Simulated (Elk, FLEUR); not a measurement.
A FLEUR input for a self-consistent single point of RbCrSe2 (R3m, 4 atoms in the cell) (DFT, PBEsol, all-electron FLAPW (FLEUR), scalar-relativistic valence):

Input of the input generator:

```
RbCrSe2 FLAPW
&input film=f /
0.2391901090 0.1380964388 0.9611022138
-0.2391901090 0.1380964388 0.9611022138
-0.0000000000 -0.2761929828 0.9611021987
14.9223666797
1.0 1.0 1.0

4
37 0.1659200000 0.1659200000 0.1659200000 : 0.00
24 0.9977470000 0.9977470000 0.9977470000 : 3.00
34 0.3885930000 0.3885930000 0.3885930000 : 0.00
34 0.6074430000 0.6074430000 0.6074430000 : 0.00

&comp jspins=2 /
&exco xctyp='PBEs' /
&kpt div1=4 div2=4 div3=4 gamma=t /
&end /
```

```xml
<?xml version="1.0" encoding="UTF-8" standalone="no"?>
<fleurInput fleurInputVersion="0.39">
   <comment>
      RbCrSe2 FLAPW                                                                                       
   </comment>
   <calculationSetup>
      <cutoffs Kmax="3.8" Gmax="15.2" GmaxXC="15.2" numbands="0"/>
      <scfLoop itmax="80" minDistance="0.00001" maxIterBroyd="99" imix="Anderson" alpha="0.05" precondParam="0.0" spinf="2.0"/>
      <coreElectrons ctail="T" frcor="F" kcrel="0" coretail_lmax="0"/>
      <xcFunctional name="PBEs" relativisticCorrections="F"/>
      <magnetism jspins="2"/>
      <soc l_soc="F" theta="0.0" phi="0.0" spav="F"/>
      <expertModes spex="0" secvar="F"/>
      <geometryOptimization l_f="T" forcealpha="1.0" forcemix="BFGS" epsdisp="0.00001" epsforce="0.00001"/>
      <ldaU l_linMix="F" mixParam="0.05" spinf="1.0"/>
   </calculationSetup>
   <cell>
      <bzIntegration valenceElectrons="55.0" mode="hist" fermiSmearingEnergy="0.00036749">
         <kPointListSelection listName="default-1"/>
         <!-- k-points included here -->
         <xi:include xmlns:xi="http://www.w3.org/2001/XInclude" href="kpts.xml"> </xi:include>
      </bzIntegration>
      <!-- symmetry operations included here -->
      <xi:include xmlns:xi="http://www.w3.org/2001/XInclude" href="sym.xml"> </xi:include>
      <bulkLattice scale="1.0">
         <bravaisMatrix>
            <row-1>    3.5692825126554113     2.0607256969343504    14.3419196509950257</row-1>
            <row-2>   -3.5692825126554113     2.0607256969343504    14.3419196509950257</row-2>
            <row-3>    0.0000000000000000    -4.1214529637016746    14.3419194256672888</row-3>
         </bravaisMatrix>
      </bulkLattice>
   </cell>
   <atomSpecies>
      <species name="Rubidium (Rb)" element="Rb" atomicNumber="37">
         <mtSphere radius="2.68" gridPoints="925" logIncrement="0.014"/>
         <atomicCutoffs lmax="10" lnonsphr="8"/>
         <electronConfig flipSpins="F">
            <coreConfig>(1s1/2) (2s1/2) (2p1/2) (2p3/2) (3s1/2) (3p1/2) (3p3/2) (3d3/2) (3d5/2)</coreConfig>
            <valenceConfig>(4s1/2) (4p1/2) (4p3/2) (5s1/2)</valenceConfig>
            <stateOccupation state="(5s1/2)" spinUp="0.5" spinDown="0.5"/>
         </electronConfig>
         <energyParameters s="5" p="5" d="4" f="4"/>
         <lo type="SCLO" l="0" n="4" eDeriv="0"/>
         <lo type="SCLO" l="1" n="4" eDeriv="0"/>
      </species>
      <species name="Chromium (3.000" element="Cr" atomicNumber="24">
         <mtSphere radius="2.29" gridPoints="791" logIncrement="0.015"/>
         <atomicCutoffs lmax="8" lnonsphr="6"/>
         <electronConfig flipSpins="F">
            <coreConfig>(1s1/2) (2s1/2) (2p1/2) (2p3/2)</coreConfig>
            <valenceConfig>(3s1/2) (3p1/2) (3p3/2) (4s1/2) (3d3/2) (3d5/2)</valenceConfig>
            <stateOccupation state="(4s1/2)" spinUp="0.5" spinDown="0.5"/>
            <stateOccupation state="(3d3/2)" spinUp="1.0" spinDown="1.0"/>
            <stateOccupation state="(3d5/2)" spinUp="3.0" spinDown="0.0"/>
         </electronConfig>
         <energyParameters s="4" p="4" d="3" f="4"/>
         <lo type="SCLO" l="0" n="3" eDeriv="0"/>
         <lo type="SCLO" l="1" n="3" eDeriv="0"/>
      </species>
      <species name="Selenium (Se)" element="Se" atomicNumber="34">
         <mtSphere radius="2.29" gridPoints="791" logIncrement="0.016"/>
         <atomicCutoffs lmax="8" lnonsphr="6"/>
         <electronConfig flipSpins="F">
            <coreConfig>(1s1/2) (2s1/2) (2p1/2) (2p3/2) (3s1/2) (3p1/2) (3p3/2)</coreConfig>
            <valenceConfig>(4s1/2) (3d3/2) (3d5/2) (4p1/2) (4p3/2)</valenceConfig>
            <stateOccupation state="(4p1/2)" spinUp="0.6666666667" spinDown="0.6666666667"/>
            <stateOccupation state="(4p3/2)" spinUp="1.333333333" spinDown="1.333333333"/>
         </electronConfig>
         <energyParameters s="4" p="4" d="3" f="4"/>
         <lo type="HELO" l="2" n="4" eDeriv="0"/>
      </species>
   </atomSpecies>
   <atomGroups>
      <atomGroup species="Rubidium (Rb)">
         <relPos label="                   1">.1659200000 .1659200000 .1659200000</relPos>
         <force calculate="T" relaxXYZ="TTT"/>
      </atomGroup>
      <atomGroup species="Chromium (3.000">
         <relPos label="                   2">-.0022530000 -.0022530000 -.0022530000</relPos>
         <force calculate="T" relaxXYZ="TTT"/>
      </atomGroup>
      <atomGroup species="Selenium (Se)">
         <relPos label="                   3">.3885930000 .3885930000 .3885930000</relPos>
         <force calculate="T" relaxXYZ="TTT"/>
      </atomGroup>
      <atomGroup species="Selenium (Se)">
         <relPos label="                   4">-.3925570000 -.3925570000 -.3925570000</relPos>
         <force calculate="T" relaxXYZ="TTT"/>
      </atomGroup>
   </atomGroups>
   <output dos="F" band="F" slice="F">
      <checks vchk="F" cdinf="F"/>
      <bandDOS minEnergy="-.5*Htr" maxEnergy="0.5*Htr" sigma="0.015" storeEVData="T"/>
      <vacuumDOS vacdos="F" integ="F" star="F" nstars="0" locx1="0.0" locy1="0.0" locx2="0.0" locy2="0.0" nstm="0" tworkf="0.0"/>
      <unfoldingBand unfoldBand="F" supercellX="1" supercellY="1" supercellZ="1"/>
      <plotting iplot="0" polar="F">
         <plot TwoD="T" vec1="  1.0  0.0  0.0" vec2="  0.0  1.0  0.0" vec3="  0.0  0.0  1.0" zero="  0.0  0.0  0.0" file="plot"/>
      </plotting>
      <chargeDensitySlicing numkpt="0" minEigenval="0.0" maxEigenval="0.0" nnne="0" pallst="F"/>
      <specialOutput eonly="F"/>
      <magneticCircularDichroism mcd="F" energyLo="-10.0" energyUp="0.0"/>
   </output>
  <!-- We include the file relax.xml here to enable relaxations (see documentation) -->
  <xi:include xmlns:xi="http://www.w3.org/2001/XInclude" href="relax.xml"> <xi:fallback/> </xi:include>
</fleurInput>
```

Task: Write the same calculation as an input for Elk.

Result: One input that does it (others would too):

```
tasks
  0

xctype
  22

spinpol
  .true.

reducebf
  0.8

tforce
  .true.

rgkmax
  8.0

gmaxvr
  18.0

lmaxapw
  10

lmaxo
  8

nxlo
  2

lorbcnd
  .true.

lradstp
  2

nrmtscf
  2.0

rmtscf
  0.96

lmaxi
  4

swidth
  0.000367493

maxscl
  100

avec
    3.5692825131    2.0607256962   14.3419196508
   -3.5692825131    2.0607256962   14.3419196508
    0.0000000000   -4.1214529631   14.3419194251

sppath
  'species/'

atoms
  3
  'Rb.in'
  1
  0.1659200000  0.1659200000  0.1659200000    0.0 0.0 0.0
  'Cr.in'
  1
  0.9977470000  0.9977470000  0.9977470000    0.0 0.0 -1.5
  'Se.in'
  2
  0.3885930000  0.3885930000  0.3885930000    0.0 0.0 0.0
  0.6074430000  0.6074430000  0.6074430000    0.0 0.0 0.0

ngridk
  4 4 4
```

Basis settings and potentials, where a program has them, do not carry over. This input uses DFT, PBEsol, all-electron FP-LAPW, Elk's shipped species files, APW+lo basis with extra local orbitals.

The starting cell comes from a database of computed structures (which also holds hypothetical and non-ambient phases and stackings), without a prior relaxation at this level. For this run, on top of that: lattice scaled by 0.98.
